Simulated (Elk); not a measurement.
A self-consistent single point of Zr2Ni (I4/mcm, 6 atoms in the cell) with Elk.

Computed with LDA (PW92), all-electron FP-LAPW, Elk's shipped species files, APW+lo basis with extra local orbitals in Elk 10.2.4.

```xyz
6
Lattice="-3.3015 3.3015 2.6734 3.3015 -3.3015 2.6734 3.3015 3.3015 -2.6734" Properties=species:S:1:pos:R:3 pbc="T T T"
Zr     1.0856     4.3871     0.0000
Zr     2.2159    -1.0856     2.6734
Zr     2.2159     1.0856     0.0000
Zr     1.0856     2.2159     2.6734
Ni     0.0000     0.0000     1.3367
Ni     0.0000     0.0000     4.0101
```

Reference input (self-consistent single point, DFT, PBEsol, all-electron FP-LAPW, Elk's shipped species files, APW+lo basis with extra local orbitals): xctype = 22; rgkmax = 8; stype = 3; swidth = 0.00499791 Ha; ngridk = 5 5 5; gmaxvr = 16 1/bohr; nxlo = 2; lorbcnd = true; rmtscf = 0.99; lmaxi = 3. This run's input differs from it in these lines:

```diff
@@ -4,3 +4,3 @@
 xctype
-  22
+  3
```

Log, with long lists cut:

```
│ Self-consistent loop started │
│ Loop number : 1 │
 total energy                :     -17449.8735869
│ Loop number : 2 │
 total energy                :     -17451.6691752
RMS change in Kohn-Sham potential (target) :   0.3715013719     (  0.1000000000E-05)
Absolute change in total energy (target)   :    1.795588305     (  0.1000000000E-03)
│ Loop number : 3 │
 total energy                :     -17453.8050753
RMS change in Kohn-Sham potential (target) :   0.3836035288     (  0.1000000000E-05)
Absolute change in total energy (target)   :    2.584797185     (  0.1000000000E-03)
│ Loop number : 4 │
   [... lines left out ...]
Absolute change in total energy (target)   :   0.7124844742E-03 (  0.1000000000E-03)
│ Loop number : 20 │
 total energy                :     -17418.1087861
RMS change in Kohn-Sham potential (target) :   0.1764267303E-06 (  0.1000000000E-05)
Absolute change in total energy (target)   :   0.2188584003E-03 (  0.1000000000E-03)
│ Loop number : 21 │
 total energy                :     -17418.1087781
RMS change in Kohn-Sham potential (target) :   0.9390597402E-07 (  0.1000000000E-05)
Absolute change in total energy (target)   :   0.6268304060E-04 (  0.1000000000E-03)
Convergence targets achieved

│ Loop number : 22 │

Energies :
 Fermi                       :     0.314543087906
 total energy                :     -17418.1087651

Density of states at Fermi energy :    198.9265566
 (states/Hartree/unit cell)

Estimated indirect band gap :   0.1387903129E-02
 from k-point      1 to k-point     13
Estimated direct band gap   :   0.2439891115E-02
 at k-point      1

Charges :
 core                        :    136.0000000
 valence                     :    80.00000000
 interstitial                :    9.927187358
 muffin-tins (core leakage)
  species :    1 (Zr)
   atom    1                 :    37.85955377     (  0.3450065016E-05)
   atom    2                 :    37.85955377     (  0.3450065016E-05)
   atom    3                 :    37.85955377     (  0.3450065016E-05)
   atom    4                 :    37.85955377     (  0.3450065016E-05)
  species :    2 (Ni)
   atom    1                 :    27.31729877     (  0.3309516031E-03)
   atom    2                 :    27.31729877     (  0.3309516031E-03)
 total in muffin-tins        :    206.0728126
 total calculated charge     :    216.0041639
 total charge                :    216.0000000
 error                       :   0.4163871709E-02

│ Self-consistent loop stopped │
```

The run converged in 22 iterations. The count includes the last loop, which Elk runs after its targets are met. 

The starting cell comes from a database of computed structures (which also holds hypothetical and non-ambient phases and stackings), without a prior relaxation at this level. Its lattice was rescaled by a random factor within 2.5 % of one. Spin polarisation is off. Values depend on the basis (sphere radii, cutoffs, local orbitals), which need not be converged. The log's line on a gap gives a spacing of levels on this mesh, which the program prints for metals too.

Cost on one core of a shared machine: roughly 4 min.
